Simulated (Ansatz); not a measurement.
System: ZnS (P3m1, No. 156, 32 atoms in the cell; start mp-556950; a measured phase of this formula has another space group). Method: r²SCAN (Ansatz, a quantum-chemistry and plane-wave program, PAW).

Settings: plane-wave cutoff 560 eV, 12×12×1 k mesh (along the axes of the cell as run), Fermi–Dirac smearing 0.01 eV, scalar-relativistic PAW data made under PBE.

Cell (relaxed at this level):

```
ZnS
1.0
    3.80941     0.00000     0.00000
   -1.90471     3.29905     0.00000
    0.00000     0.00000    49.82770
Zn S
16 16
Cartesian
  0.00000   2.19936  31.14230
  1.90471   1.09968   6.22899
  0.00000   0.00000  21.79766
  0.00000   2.19936   3.11766
  1.90471   1.09968  24.91428
  0.00000   2.19936  12.45288
  1.90471   1.09968  15.56955
  0.00000   0.00000  40.48742
  1.90471   1.09968  34.25891
  0.00000   0.00000   9.34106
  0.00000   2.19936  18.68669
  0.00000   2.19936  46.71136
  0.00000   0.00000  28.03134
  1.90471   1.09968  43.59950
  0.00000   2.19936  37.37613
  0.00000   0.00000   0.00043
  0.00000   0.00000  11.67478
  0.00000   2.19936  14.78645
  1.90471   1.09968  17.90718
  1.90471   1.09968  27.25177
  0.00000   2.19936   5.45065
  1.90471   1.09968  36.59656
  0.00000   2.19936  49.04490
  1.90471   1.09968  45.93317
  0.00000   0.00000  42.82107
  0.00000   2.19936  33.47582
  0.00000   0.00000  24.13112
  0.00000   2.19936  39.70902
  0.00000   0.00000  30.36425
  0.00000   0.00000   2.33800
  1.90471   1.09968   8.56274
  0.00000   2.19936  21.01960
```

Question: What does this level give for the band gap?

Answer: 
- band gap: 2.72 eV (direct)

A start named mp-… is a Materials Project structure, which need not be a measured phase.
